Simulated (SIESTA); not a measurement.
Worked example: self-consistent single point of CdTe (P6_3mc, 4 atoms in the cell) in SIESTA.

Method of the run: LDA PW92, numerical atomic orbitals DZP, PseudoDojo LDA standard norm-conserving potentials (rewritten from UPF to PSML) (SIESTA).

The change in words: lattice scaled by 0.98. Reference geometry:
```xyz
4
Lattice="4.6333 0.0000 0.0000 -2.3166 4.0125 0.0000 0.0000 0.0000 7.6024" Properties=species:S:1:pos:R:3 pbc="T T T"
Cd     0.0000     2.6750     0.0027
Cd     2.3166     1.3375     3.8040
Te     0.0000     2.6750     2.8482
Te     2.3166     1.3375     6.6494
```

Reference input (self-consistent single point, DFT, LDA PW92, numerical atomic orbitals DZP, PseudoDojo LDA standard norm-conserving potentials (rewritten from UPF to PSML)): XC.functional = LDA; XC.authors = PW92; potentials = PseudoDojo LDA standard; PAO.BasisSize = DZP; PAO.EnergyShift = 0.005 Ry; MeshCutoff = 350 Ry; kgrid.MonkhorstPack = 6 6 3; OccupationFunction = FD; ElectronicTemperature = 10 K; MaxSCFIterations = 150; SCF.Mixer.Method = Broyden; SCF.Mixer.Weight = 0.25. This run's input differs from it in these lines:

```diff
@@ -10,7 +10,7 @@
 %endblock ChemicalSpeciesLabel
-LatticeConstant              4.633270 Ang
+LatticeConstant              4.540605 Ang
 %block LatticeVectors
      1.000000000    0.000000000    0.000000000
-    -0.500000000    0.866025507    0.000000000
-     0.000000000    0.000000000    1.640834659
+    -0.499999890    0.866025342    0.000000000
+     0.000000000    0.000000000    1.640834426
 %endblock LatticeVectors
@@ -18,6 +18,6 @@
 %block AtomicCoordinatesAndAtomicSpecies
-    -0.000002317    2.675021338    0.002736875  1
-     2.316637317    1.337508662    3.803951875  1
-    -0.000002317    2.675021338    2.848174375  2
-     2.316637317    1.337508662    6.649389375  2
+    -0.000001937    2.621520644    0.002682137  1
+     2.270304937    1.310758356    3.727872637  1
+    -0.000001937    2.621520644    2.791210738  2
+     2.270304937    1.310758356    6.516401238  2
 %endblock AtomicCoordinatesAndAtomicSpecies
```

The program printed (abridged):

```
        iscf     Eharris(eV)        E_KS(eV)     FreeEng(eV)     dDmax    Ef(eV) dHmax(eV)
   scf:    1   -15211.115420   -15224.592013   -15224.592013  1.522560 -3.470226 10.360959
   scf:    2   -15230.156825   -15227.823341   -15227.823341  0.238309 -3.381954  3.914505
   scf:    3   -15228.547355   -15228.311542   -15228.311542  0.133347 -4.238176  0.598427
   scf:    4   -15228.305402   -15228.312739   -15228.312739  0.030650 -3.756527  0.455918
   scf:    5   -15228.321105   -15228.317302   -15228.317302  0.008068 -3.706687  0.248990
   [... 5 lines left out ...]
   scf:   11   -15228.319329   -15228.319329   -15228.319329  0.000021 -3.648667  0.000244
   scf:   12   -15228.319329   -15228.319329   -15228.319329  0.000015 -3.648680  0.000190
   scf:   13   -15228.319329   -15228.319329   -15228.319329  0.000011 -3.648691  0.000146
   scf:   14   -15228.319329   -15228.319329   -15228.319329  0.000008 -3.648702  0.000111
SCF Convergence by DM+H criterion
max |DM_out - DM_in|         :     0.0000077891
max |H_out - H_in|      (eV) :     0.0001108350
SCF cycle converged after 14 iterations

Using DM_out to compute the final energy and forces

siesta: E_KS(eV) =           -15228.3193

siesta: E_KS - E_eggbox =    -15228.3193

siesta: Atomic forces (eV/Ang):
     1    0.000023   -0.000014    0.007079
     2   -0.000023    0.000014    0.007079
     3    0.000026   -0.000016   -0.007342
     4   -0.000026    0.000016   -0.007342
   Tot    0.000000    0.000000   -0.000526
   Max    0.007342
   Res    0.004164    sqrt( Sum f_i^2 / 3N )
   Max    0.007342    constrained

Stress tensor Voigt[x,y,z,yz,xz,xy] (kbar):        8.58        8.58        9.72       -0.00       -0.00       -0.00
(Free)E + p*V (eV/cell)   -15229.0632
   [... lines left out ...]
siesta: FreeEng =    -15228.319329
   [... lines left out ...]
siesta:     0.005354   -0.000000   -0.000000
siesta:    -0.000000    0.005354   -0.000000
siesta:    -0.000000   -0.000000    0.006068

siesta: Cell volume =        133.025999 Ang**3

siesta: Pressure (static):
siesta:                Solid            Molecule  Units
siesta:          -0.00006090         -0.00005980  Ry/Bohr**3
siesta:          -0.00559200         -0.00549085  eV/Ang**3
siesta:          -8.95937221         -8.79731663  kBar
```

The run converged in 14 iterations. Against the reference run the free energy goes down by 28.3 meV/atom, the pressure goes from -3.33 to -0.90 GPa, the largest force goes from 0.002 to 0.007 eV/Å and the gap on the mesh goes from 0.662 to 0.914 eV.

The starting cell comes from a database of computed structures (which also holds hypothetical and non-ambient phases and stackings), without a prior relaxation at this level. For this run, on top of that: lattice scaled by 0.98. Spin-orbit coupling is off. Values carry the incompleteness of an atom-centred basis.
